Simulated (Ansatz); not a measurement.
Start from SiC (space group P6_3mc, No. 186; a = 3.078 Å, c = 15.107 Å).

Calculations: r2SCAN, PAW, 500 eV (Ansatz, a first-principles code; no SOC).

For the base:

- Lattice parameter a = 3.078 Å

The change: full substitution Si → Pt, then cell and atoms are relaxed.

Question: What happens to the lattice parameter a?

Answer: The lattice parameter a rises by 0.203 Å to 3.281 Å.

Whether these cells are dynamically stable was not tested. As relaxed here, PtC is a hypothetical phase, not in the database extracts checked. The final runs are not spin-polarised.
